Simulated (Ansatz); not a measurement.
Take InSb in the zinc blende structure (space group F-43m, No. 216; a = 6.5559 Å) as the base.

Level of theory: Kohn–Sham DFT with the r2SCAN functional, run in Ansatz (a program for electronic structure) with PAW and 500 eV plane waves, without spin-orbit coupling.

One change was made to it. Results:

```json
[
 {"quantity": "lattice parameter a", "base": "6.556 Å", "after": "5.389 Å"},
 {"quantity": "band gap", "base": "zero", "after": "zero"}
]
```

Question: Name the change that was made.
A. pressure 100 GPa
B. pressure 50 GPa
C. pressure 30 GPa

Answer: A, pressure 100 GPa. For comparison, the band gap in the other runs: pressure 50 GPa gives 0.58 eV; pressure 30 GPa gives 0.89 eV.

With Sb present, leaving out spin-orbit coupling can change the band edges. Load acts through the strain it causes; cell and atoms are relaxed under it. No phonon test of stability was made. Tetrahedral semiconductors of this kind turn to denser phases somewhere between about 1 and 50 GPa; those were not computed, so compressed cells here can lie past the real transition. All final runs are without spin polarisation. Gaps under 0.05 eV, about the width of the smearing, are given as zero. The zero or small gap of InSb can change with the level of theory.
